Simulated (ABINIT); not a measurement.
Input and output of a self-consistent single point for SrB₆ (Pm-3m, 7 atoms in the cell) (ABINIT)

Method: PBEsol, PAW (JTH v2.0 PBE PAW, files made for PBE) (plane waves; ABINIT).

Input as run:

```
# SrB6, JTH v2.0 PBE PAW
pp_dirpath "./"
pseudos "Sr.GGA_PBE-JTH.xml, B.GGA_PBE-JTH.xml"
acell 4.1902100000 4.1902100000 4.1902100000 Angstrom
rprim
         1.0000000000    0.0000000000    0.0000000000
         0.0000000000    1.0000000000    0.0000000000
         0.0000000000    0.0000000000    1.0000000000
natom 7
ntypat 2
znucl 38 5
typat 1 2 2 2 2 2 2
xred
         0.0000000000    0.0000000000    0.0000000000
         0.2031400000    0.5000000000    0.5000000000
         0.7968600000    0.5000000000    0.5000000000
         0.5000000000    0.2031400000    0.5000000000
         0.5000000000    0.7968600000    0.5000000000
         0.5000000000    0.5000000000    0.2031400000
         0.5000000000    0.5000000000    0.7968600000
ecut 40 Ry
pawecutdg 80 Ry
pawovlp -1
pawxcdev 0
ixc -116133
occopt 3
tsmear 0.05 eV
nband 19
kptopt 1
ngkpt 5 5 5
nshiftk 1
shiftk 0 0 0
nstep 100
tolvrs 1.0e-10
prtwf 0
prtden 0
```

Output, abridged:

```
 Symmetries : space group Pm -3 m (#221); Bravais cP (primitive cubic)

 -outvars: echo values of preprocessed input variables --------
            acell      7.9183493393E+00  7.9183493393E+00  7.9183493393E+00 Bohr
             ecut      2.00000000E+01 Hartree
              ixc     -116133
         kptrlatt        5    0    0      0    5    0      0    0    5
          kptrlen      3.95917467E+01
            natom           7
            nband          19
            ngfft          32      32      32
          ngfftdg          48      48      48
             nkpt          10
            nstep         100
             nsym          48
           ntypat           2
           occopt           3
        pawecutdg      4.00000000E+01 Hartree
          pawovlp     -1.0000000000E+00
         pawxcdev           0
          spgroup         221
           tolvrs      1.00000000E-10
           tsmear      1.83746627E-03 Hartree
            typat      1  2  2  2  2  2  2
           useylm           1
             xred      0.0000000000E+00  0.0000000000E+00  0.0000000000E+00
                       2.0314000000E-01  5.0000000000E-01  5.0000000000E-01
                       7.9686000000E-01  5.0000000000E-01  5.0000000000E-01
                       5.0000000000E-01  2.0314000000E-01  5.0000000000E-01
                       5.0000000000E-01  7.9686000000E-01  5.0000000000E-01
                       5.0000000000E-01  5.0000000000E-01  2.0314000000E-01
                       5.0000000000E-01  5.0000000000E-01  7.9686000000E-01
            znucl       38.00000    5.00000

== DATASET  1 ==================================================================

 Real(R)+Recip(G) space primitive vectors, cartesian coordinates (Bohr,Bohr^-1):
 R(1)=  7.9183493  0.0000000  0.0000000  G(1)=  0.1262889  0.0000000  0.0000000
 R(2)=  0.0000000  7.9183493  0.0000000  G(2)=  0.0000000  0.1262889  0.0000000
 R(3)=  0.0000000  0.0000000  7.9183493  G(3)=  0.0000000  0.0000000  0.1262889
 Unit cell volume ucvol=  4.9648253E+02 bohr^3
 Angles (23,13,12)=  9.00000000E+01  9.00000000E+01  9.00000000E+01 degrees

 Coarse grid specifications (used for wave-functions):

 getcut: wavevector=  0.0000  0.0000  0.0000  ngfft=  32  32  32
         ecut(hartree)=     20.000   => boxcut(ratio)=   2.00741

 Fine grid specifications (used for densities):

 getcut: wavevector=  0.0000  0.0000  0.0000  ngfft=  48  48  48
         ecut(hartree)=     40.000   => boxcut(ratio)=   2.12918

   1.35773124E+03                                ecore*ucvol(ha*bohr**3)

_setup2: Arith. and geom. avg. npw (full set) are    2119.576    2119.539

--- !BeginCycle
solver: {iscf: 17, nstep: 100, nline: 4, wfoptalg: 10, }
tolerances: {tolvrs: 1.00E-10, }
...

     iter   Etot(hartree)      deltaE(h)  residm     nres2
 ETOT  1  -48.401596732685    -4.840E+01 4.132E-02 1.763E+01
 ETOT  2  -48.292391559791     1.092E-01 6.696E-03 2.049E+00
 ETOT  3  -48.267174558842     2.522E-02 2.674E-03 2.192E-01
 ETOT  4  -48.266042849428     1.132E-03 1.105E-02 3.083E-02
 ETOT  5  -48.266035223327     7.626E-06 8.778E-04 1.494E-03
 ETOT  6  -48.266037368333    -2.145E-06 7.154E-04 7.157E-05
 ETOT  7  -48.266037055120     3.132E-07 1.403E-04 9.546E-06
 ETOT  8  -48.266037087291    -3.217E-08 1.337E-04 4.676E-07
 ETOT  9  -48.266037086396     8.951E-10 3.499E-05 6.720E-08
 ETOT 10  -48.266037086278     1.176E-10 3.793E-05 8.269E-09
 ETOT 11  -48.266037086266     1.275E-11 1.269E-05 5.277E-10
 ETOT 12  -48.266037086266    -7.674E-13 1.381E-05 9.137E-11

 At SCF step   12       nres2   =  9.14E-11 < tolvrs=  1.00E-10 =>converged.

 Cartesian components of stress tensor (hartree/bohr^3)
  sigma(1 1)=  6.33040919E-05  sigma(3 2)=  0.00000000E+00
  sigma(2 2)=  6.33040919E-05  sigma(3 1)=  0.00000000E+00
  sigma(3 3)=  6.33040919E-05  sigma(2 1)=  0.00000000E+00

 ----iterations are completed or convergence reached----

 reduced coordinates (array xred) for    7 atoms
       0.000000000000      0.000000000000      0.000000000000
       0.203140000000      0.500000000000      0.500000000000
       0.796860000000      0.500000000000      0.500000000000
       0.500000000000      0.203140000000      0.500000000000
       0.500000000000      0.796860000000      0.500000000000
       0.500000000000      0.500000000000      0.203140000000
       0.500000000000      0.500000000000      0.796860000000
 cartesian forces (eV/Angstrom) at end:
    1     -0.00000000000000     0.00000000000000    -0.00000000000000
    2     -0.08164334642621     0.00000000000000    -0.00000000000000
    3      0.08164334642621     0.00000000000000    -0.00000000000000
    4     -0.00000000000000    -0.08164334642621    -0.00000000000000
    5     -0.00000000000000     0.08164334642621    -0.00000000000000
    6     -0.00000000000000     0.00000000000000    -0.08164334642621
    7     -0.00000000000000     0.00000000000000     0.08164334642621
 frms,max,avg= 4.3640204E-02 8.1643346E-02   0.000E+00  0.000E+00  0.000E+00 e/A
 length scales=  7.918349339279  7.918349339279  7.918349339279 bohr
              =  4.190210000000  4.190210000000  4.190210000000 angstroms
 Fermi (or HOMO) energy (hartree) =   0.22564   Average Vxc (hartree)=  -0.39903
 Eigenvalues (hartree) for nkpt=  10  k points:
 kpt#   1, nband= 19, wtk=  0.00800, kpt=  0.0000  0.0000  0.0000 (reduced coord)
  -1.04324   -0.38426   -0.38426   -0.38426   -0.29634   -0.01702   -0.00717   -0.00717
  -0.00717    0.03453    0.03453    0.21286    0.21286    0.21286    0.32643    0.32643
   0.32643    0.37344    0.37344
      occupation numbers for kpt#   1
   2.00000    2.00000    2.00000    2.00000    2.00000    2.00000    2.00000    2.00000
   2.00000    2.00000    2.00000    1.99810    1.99810    1.99810    0.00000    0.00000
   0.00000    0.00000    0.00000
 prteigrs : prtvol=0 or 1, do not print more k-points.

--- !EnergyTerms
comment             : Components of total free energy in Hartree
kinetic             :  2.00172033156684E+01
hartree             :  6.37642736429854E+00
xc                  : -1.36758530268432E+01
Ewald energy        : -4.39884593066120E+01
psp_core            :  2.73470091627035E+00
local_psp           : -2.49334892823527E+01
spherical_terms     :  5.20367893216246E+00
internal            : -4.82657910874083E+01
'-kT*entropy'       : -2.44427980567332E-04
total_energy        : -4.82660355153888E+01
total_energy_eV     : -1.31338561980964E+03
...

-Cartesian components of stress tensor (GPa)         [Pressure= -1.8625E+00 GPa]
- sigma(1 1)=  1.86247037E+00  sigma(3 2)=  0.00000000E+00
- sigma(2 2)=  1.86247037E+00  sigma(3 1)=  0.00000000E+00
- sigma(3 3)=  1.86247037E+00  sigma(2 1)=  0.00000000E+00

 Calculation completed.
```

The run converged in 12 iterations.

The starting cell comes from a database of computed structures (which also holds hypothetical and non-ambient phases and stackings), without a prior relaxation at this level. The potentials were made for another functional than the one used.

Cost on one core of a shared machine: roughly 30 s.
